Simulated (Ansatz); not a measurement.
Where the default PAW files enter, the runs use the earlier of Ansatz's two default sets.

Here is the system:

```yaml
crystal:
  lattice:
    - [3.60017, 0.00000, 0.00000]
    - [0.00000, 5.22516, 0.00000]
    - [0.00000, 0.00000, 3.60017]
  atoms:
    - { symbol: Zr, position: [0.00000, 0.00000, 0.00000] }
    - { symbol: Zr, position: [0.50000, 0.50000, 0.50000] }
    - { symbol: O, position: [0.50000, 0.69823, 0.00000] }
    - { symbol: O, position: [0.50000, 0.19823, 0.00000] }
    - { symbol: O, position: [0.00000, 0.80177, 0.50000] }
    - { symbol: O, position: [0.00000, 0.30177, 0.50000] }
```

Space group of this cell: P4_2/nmc. The cell is taken as given.

Calculation: r2SCAN (plane waves, PAW; Ansatz, a program for electronic structure).

The current runs along the normal of the first two printed vectors; no spin-orbit coupling. Scaled by the factor s: the length along the current (ions clamped). The meshes follow the cell: 8×6×10 and 8×6 across at s = 0.97, 8×6×8 and 8×6 across at s = 1.00, 8×6×8 and 8×6 across at s = 1.03.

| s | mean pressure (GPa) | band gap (eV) |
|---|---|---|
| 0.97 | 8.5 | ? |
| 1.00 | -0.2 | 4.61 |
| 1.03 | -7.1 | 4.36 |

Problem. Take the slope of the band gap against ln s from the two given rows, extrapolate to s = 0.97, and say what the run there gives.

Solution. Slope = (4.36 − 4.61) / ln 1.03 = -8.46 eV. The line gives 4.61 + (-8.46) × ln 0.97 = 4.87 eV. The run gives 4.72 eV, 0.15 eV under the line, 57 % of the predicted step.
